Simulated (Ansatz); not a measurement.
An Ansatz (a program for electronic structure) input (PBEsol (Ansatz, PAW, spin-orbit coupling left out)):

Ansatz 0.2 input:
```yaml
crystal:
  lattice:
    - [0, 2.4199387316, 2.4199387316]
    - [2.4199387316, 0, 2.4199387316]
    - [2.4199387316, 2.4199387316, 0]
  atoms:
    - { symbol: C, position: [0, 0, 0] }
    - { symbol: Sb, position: [0.5, 0.5, 0.5] }
basis: { ecutwfc: 420, ecutrho_ratio: 4, xc_grid: 2, fft_grid_basis: typed }
kpoints: { mp_grid: { grid: [17, 17, 17] } }
hamiltonian:
  xc: pbesol
  dispersion: none
  pseudopotentials: { kind: paw }
scf: { occupations: { method: fermi_dirac, width: 0.05 }, convergence: { dr2_threshold: 0.0000000002 } }
output: { forces: true, stress: true }
checkpoint: { write: state.ck, write_every: 1000 }
```

Task: Which symmetry and how many k-points will the program report, and about how many plane waves at Γ?

Result: Space group Fm-3m (ITA 225) with 48 operations, k-points 165 of 4913, and 537 plane waves at Γ.

No phonon test of stability was made. All final runs are without spin polarisation. An odd electron count without spin: SbC. The cell was made from SnC by this change: Sn → Sb; the result is a hypothetical phase, not in the database extracts checked.
